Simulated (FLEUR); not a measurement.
**Worked example: self-consistent single point of W (Im-3m, 1 atom in the cell) in FLEUR**

Level of theory: PBE, all-electron FLAPW (FLEUR), scalar-relativistic valence.

This input was run:

Input of the input generator:

```
W FLAPW
&input film=f /
-0.5773502692 0.5773502692 0.5773502692
0.5773502692 -0.5773502692 0.5773502692
0.5773502692 0.5773502692 -0.5773502692
5.1456431201
1.0 1.0 1.0

1
74 0.0000000000 0.0000000000 0.0000000000

&comp jspins=1 /
&kpt div1=9 div2=9 div3=9 /
&end /
```

```xml
<?xml version="1.0" encoding="UTF-8" standalone="no"?>
<fleurInput fleurInputVersion="0.39">
   <comment>
      W FLAPW                                                                                             
   </comment>
   <calculationSetup>
      <cutoffs Kmax="4.2" Gmax="16.8" GmaxXC="16.8" numbands="0"/>
      <scfLoop itmax="100" minDistance="0.00001" maxIterBroyd="15" imix="Anderson" alpha="0.05" precondParam="0.0" spinf="2.0"/>
      <coreElectrons ctail="T" frcor="F" kcrel="0" coretail_lmax="0"/>
      <xcFunctional name="pbe" relativisticCorrections="F"/>
      <magnetism jspins="1"/>
      <soc l_soc="F" theta="0.0" phi="0.0" spav="F"/>
      <expertModes spex="0" secvar="F"/>
      <geometryOptimization l_f="T" forcealpha="1.0" forcemix="BFGS" epsdisp="0.00001" epsforce="0.00001"/>
      <ldaU l_linMix="F" mixParam="0.05" spinf="1.0"/>
   </calculationSetup>
   <cell>
      <bzIntegration valenceElectrons="14.0" mode="hist" fermiSmearingEnergy="0.00367493">
         <kPointListSelection listName="default-1"/>
         <!-- k-points included here -->
         <xi:include xmlns:xi="http://www.w3.org/2001/XInclude" href="kpts.xml"> </xi:include>
      </bzIntegration>
      <!-- symmetry operations included here -->
      <xi:include xmlns:xi="http://www.w3.org/2001/XInclude" href="sym.xml"> </xi:include>
      <bulkLattice scale="1.0">
         <bravaisMatrix>
            <row-1>   -2.9708384405968626     2.9708384405968626     2.9708384405968626</row-1>
            <row-2>    2.9708384405968626    -2.9708384405968626     2.9708384405968626</row-2>
            <row-3>    2.9708384405968626     2.9708384405968626    -2.9708384405968626</row-3>
         </bravaisMatrix>
      </bulkLattice>
   </cell>
   <atomSpecies>
      <species name="Tungsten (W)" element="W" atomicNumber="74">
         <mtSphere radius="2.40" gridPoints="829" logIncrement="0.016"/>
         <atomicCutoffs lmax="10" lnonsphr="8"/>
         <electronConfig flipSpins="F">
            <coreConfig>(1s1/2) (2s1/2) (2p1/2) (2p3/2) (3s1/2) (3p1/2) (3p3/2) (4s1/2) (3d3/2) (3d5/2) (4p1/2) (4p3/2) (4d3/2) (4d5/2) (4f5/2) (4f7/2)</coreConfig>
            <valenceConfig>(5s1/2) (5p1/2) (5p3/2) (6s1/2) (5d3/2) (5d5/2)</valenceConfig>
            <stateOccupation state="(5d3/2)" spinUp="0.8" spinDown="0.8"/>
            <stateOccupation state="(5d5/2)" spinUp="1.2" spinDown="1.2"/>
         </electronConfig>
         <energyParameters s="6" p="6" d="5" f="5"/>
         <lo type="SCLO" l="0" n="5" eDeriv="0"/>
         <lo type="SCLO" l="1" n="5" eDeriv="0"/>
      </species>
   </atomSpecies>
   <atomGroups>
      <atomGroup species="Tungsten (W)">
         <relPos label="                   1">.0000000000 .0000000000 .0000000000</relPos>
         <force calculate="T" relaxXYZ="TTT"/>
      </atomGroup>
   </atomGroups>
   <output dos="F" band="F" slice="F">
      <checks vchk="F" cdinf="F"/>
      <bandDOS minEnergy="-.5*Htr" maxEnergy="0.5*Htr" sigma="0.015" storeEVData="T"/>
      <vacuumDOS vacdos="F" integ="F" star="F" nstars="0" locx1="0.0" locy1="0.0" locx2="0.0" locy2="0.0" nstm="0" tworkf="0.0"/>
      <unfoldingBand unfoldBand="F" supercellX="1" supercellY="1" supercellZ="1"/>
      <plotting iplot="0" polar="F">
         <plot TwoD="T" vec1="  1.0  0.0  0.0" vec2="  0.0  1.0  0.0" vec3="  0.0  0.0  1.0" zero="  0.0  0.0  0.0" file="plot"/>
      </plotting>
      <chargeDensitySlicing numkpt="0" minEigenval="0.0" maxEigenval="0.0" nnne="0" pallst="F"/>
      <specialOutput eonly="F"/>
      <magneticCircularDichroism mcd="F" energyLo="-10.0" energyUp="0.0"/>
   </output>
  <!-- We include the file relax.xml here to enable relaxations (see documentation) -->
  <xi:include xmlns:xi="http://www.w3.org/2001/XInclude" href="relax.xml"> <xi:fallback/> </xi:include>
</fleurInput>
```

Output (repeated stretches shortened):

```
      Welcome to FLEUR        (www.flapw.de)
      MaX-Release 8.1          (www.max-centre.eu)

 ========== k-point set info ==========
 Selected k-point list: default-1
 k-point list type: mesh
 9 x 9 x 9
 Number of k points: 35

 ------------Calculation Setup---------------------------
           1           5           7          35
 Number of basis functions:          147
 Iteration:     1   Distance:      13.75293018 me/bohr^3
 Iteration:     2   Distance:      12.57836338 me/bohr^3
 Iteration:     3   Distance:       6.43061513 me/bohr^3
 Iteration:     4   Distance:       1.62844443 me/bohr^3
 Iteration:     5   Distance:       1.47880373 me/bohr^3
 Iteration:     6   Distance:       0.21042824 me/bohr^3
   [... 2 lines left out ...]
 Iteration:     9   Distance:       0.01023727 me/bohr^3
 Iteration:    10   Distance:       0.00400003 me/bohr^3
 Iteration:    11   Distance:       0.00015366 me/bohr^3
 Iteration:    12   Distance:       0.00007431 me/bohr^3
 Iteration:    13   Distance:       0.00000373 me/bohr^3

 Run finished successfully
 Stop message:
   Structural relaxation: Done

[file out, last iteration]
             iter=     14
          p o t e n t i a l   g e n e r a t o r
[...]
          integral of pseudo charge density inside the slab=        0.000000   0.000000
     coulomb potential in the interstitial region:
          density-coulomb potential integrals
          total density-coulomb potenti   -27667.6700925737
          density-effective potential integrals for spin  1
          total density-effective poten   -2.8093465322E+04
          charge density-energy density integrals
          total charge density-energy d   -3.2543851850E+02
 Updated energy parameters for spin:           1
  Atom    1 6s branch from -2.01 to  2.54 htr. ; e_l =  0.4158
  Atom    1 6p branch from -0.63 to  3.54 htr. ; e_l =  0.5493
  Atom    1 5d branch from -7.88 to  1.16 htr. ; e_l =  0.5762
  Atom    1 5f branch from -0.35 to  3.15 htr. ; e_l =  0.8135
  Atom    1 5s branch from-20.04 to -2.01 htr. ; e_l(l -2.0385
  Atom    1 5p branch from-14.67 to -0.63 htr. ; e_l(l -0.7501
[...]
 fermi energy and band-weighting factors:
at  -0.33333   0.44444   0.44444   k-weight:    0.010974
   12 eigenvalues :
   -2.034927   -0.739476   -0.739476   -0.731349    0.481517    0.481517    0.729741    0.836232
    0.836232    1.036841    1.041836    1.041836
   [... 2 blocks of this kind left out ...]

[...]
FERMIE:
          first approx. to ef    (T=0)  :   0.683268 htr   (energy of the highest occ. eigenvalue)
          number of occ. states  (T=0)  :        246
          first approx. to seigv (T=0)  :  -5.086105 htr
          sum of weights of occ. states :   7.023320
          sum of semicore charge        :   0.000000 e
FERHIS:  Fermi-Energy by histogram:
          bandgap                     :   0.000338 htr
          charge neutrality (T=0)     :   0.046639    (zero if the highest occ. eigenvalue is "entirely" occupied)
     EF_NEWTON:  Adjust Fermi-Energy by Newton-Method.
               Number of iterations needed  :   4
               The error in the weight is   :  0.11107E-10
               The error in ef is           : -0.12273E-11 htr
     -->  new fermi energy            :   0.680934 htr
          valence charge              :  14.000000 e
          actual charge blw ef-8kt    :  13.816187 e
          actual charge blw ef+8kt    :  14.000000 e
          number of occ. states       :       253
          sum of the valence weights  :    7.000000
          entropy         :   0.198401 *kb htr/K =   0.00000 htr/K
          sum of val. single particle energies:        -5.1178526719 htr
 Direct bandgap for spin            1 :    3.8481429976102932E-002  Htr
 at k-point           20  with k-vector  -0.22222222222222221       0.22222222222222221       0.33333333333333331
          valence density: spin= 1
[...]
     l-like charge
     atom     s        p        d        f        total
 -->  1    2.35790  6.22454  3.11050  0.04551   11.74714
          total charge for spin  1=   14.000000
          interst. charge =       2.252861
          mt charge=             11.747139
          total charge  =   14.000000
          z= 74.     r(1)=  0.423329E-05     dx= 0.016000     m.t.index= 829
               n    l     j    energy       weight
               1.   0.   0.5-2549.5559      2.0000
               2.   0.   0.5 -439.0297      2.0000
               2.   1.   0.5 -419.7481      2.0000
   [... 13 lines left out ...]
          atom type    1  (spin 1)
          kinetic energy=  0.180856636953E+05     sum of the eigenvalues= -0.987165934091E+04
          0.01015232  electrons lost from core.
          total charge for spin  1=   74.000000
          interst. charge =       2.262533
          mt charge=             71.737467
          total charge  =   74.000000
          zc=    74.000000     qfix=    1.000000
     t o t a l  e n e r g y
          sum of eigenvalues =             -9876.7771935815
          density-coulomb potential int   -27667.6700925737
          density-effective potential i   -28093.4653221529
          charge density-ex.-corr.energ     -325.4385184995
          el.-nucl. inter. diff. m.t.      20168.8420107525
          Madelung term for atom type:       -54.7165026417
 ---->    total energy=                   -16166.1439496092 htr
 ---->    (input%tkb*entropy) TS=              0.0007291105 htr
 ---->    free energy=                    -16166.1446787197 htr
      extrapolation for T->0
 ---->    total electron energy=          -16166.1443141644 htr
 ***** TOTAL FORCES ON ATOMS *****
 TOTAL FORCE FOR ATOM TYPE=  1  X=  0.000   Y=  0.000   Z=  0.000
                       FX_TOT= 0.000000 FY_TOT= 0.000000 FZ_TOT= 0.000000
 Structural relaxation: Done
```

The run converged in 13 iterations. FLEUR gives forces in its relaxation mode, with a further iteration, so its stop message speaks of a relaxation.

The starting cell has typed, rounded lattice constants, without a prior relaxation at this level. Its lattice was rescaled by up to half a per cent. Spin-orbit coupling is off. Spin polarisation is off. Values depend on the basis (sphere radii, cutoffs, local orbitals), which need not be converged. The log's line on a gap gives a spacing of levels on this mesh, which the program prints for metals too.
